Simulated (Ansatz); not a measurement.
# CdSe under a change: biaxial strain −1.67 %, plane normal [111], relaxed out of plane

Consider CdSe in the zinc blende structure (space group F-43m, No. 216; a = 6.0816 Å). Axes: x, y, z lie along the cube axes.

It is then changed as follows: compressive biaxial strain of 1.67 % in the plane normal to [111], as in epitaxy on a mismatched substrate; the out-of-plane cell vector and the atoms relax.

All numbers come from PBEsol in Ansatz (plane waves to 420 eV, PAW, no spin-orbit coupling). k-mesh 9×9×9 (Γ-centred); smearing 0.05 eV (Fermi–Dirac).

Volume per atom: 27.60 Å³ (base 28.12 Å³)
Shortest interatomic distance: 2.616 Å (base 2.633 Å)
Energy relative to the base (free energy F): +4.3 meV/atom
Pressure (mean of the normal stresses, compression positive): 0.97 GPa (base 0.00 GPa)
Band gap: 0.46 eV (base 0.48 eV)
Gap character: direct at Γ (base direct at Γ)
Electron mass: 0.055 mₑ out of plane, 0.049 mₑ in plane (at Γ) (base 0.049 mₑ (at Γ))
Valence-band top at Γ (three highest levels, from the VBM): 0.00, 0.00, -0.16 eV (base 0.00, 0.00, 0.00 eV)
Out-of-plane strain: +1.53 %
Ratio −ε⊥/ε∥: 0.91
Mean in-plane stress (compression positive): +1.5 GPa

Final structure (turned so that z lies along the plane normal):

```
CdSe
1.0
    4.22851     0.00000     0.00000
    2.11425     3.66199     0.00000
    2.11425    -1.22066     3.56483
Cd Se
1 1
Cartesian
  0.00000   0.00000   0.02450
  4.22851   0.00000   2.64912
```

Effective masses come from finite differences of ±0.01 Å⁻¹. Whether these cells are dynamically stable was not tested. Labels are those of the standard path for the cell's own space group.

Ansatz is a first-principles code.
